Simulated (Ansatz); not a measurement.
## Effect of uniaxial stress, 0.5 GPa compression along x on CdTe

The reference is CdTe in the zinc blende structure (space group F-43m, No. 216; a = 6.5576 Å). Axes: x, y, z lie along the cube axes.

Perturbation: uniaxial stress, 0.5 GPa compression along x, with the cell and atoms free to relax against it.

Method: r2SCAN/PAW in Ansatz (a quantum-chemistry and plane-wave program), without spin-orbit coupling. Settings: 9×9×9 k-points, 0.05 eV Fermi–Dirac smearing.

| quantity | base | changed | shift |
|---|---|---|---|
| shortest interatomic distance | 2.840 Å | 2.836 Å | -0.004 Å |
| energy relative to the base (free energy F) | 0 meV/atom | +1.2 meV/atom | +1.2 meV/atom |
| band gap | 1.17 eV | 1.11 eV | -0.053 eV |
| gap character | direct at Γ | direct at Γ | – |
| electron mass | 0.090 mₑ (at Γ) | 0.090 mₑ (at Γ) | – |
| hole mass | – | 0.092 mₑ along x, 0.53 mₑ across (at Γ) | – |
| valence-band top at Γ (three highest levels, from the VBM) | 0.00, 0.00, 0.00 eV | 0.00, -0.10, -0.10 eV | – |
| valley order (the lowest conduction-band minima on the path, energy above the VBM, named in the base's zone) | Γ 1.17 eV; L along ⟨111⟩ 2.20 eV | Γ 1.11 eV; L along [1-1-1] 2.14 eV | – |
| strain response (xx, yy, zz) | – | (−2.21, +0.90, +0.90) % | – |

Final structure:

```xyz
2
Lattice="0.0000 3.3082 3.3082 3.2062 0.0000 3.3082 3.2062 3.3082 0.0000" Properties=species:S:1:pos:R:3 pbc="T T T"
Te     4.8094     4.9623     4.9623
Cd     0.0000     0.0000     0.0000
```

With Te present, leaving out spin-orbit coupling can change the band edges. Masses are band curvatures over ±0.01 Å⁻¹ around the edge. Beyond what the load breaks, stability against distortions was not tested. k-point labels follow each cell's own Brillouin zone.
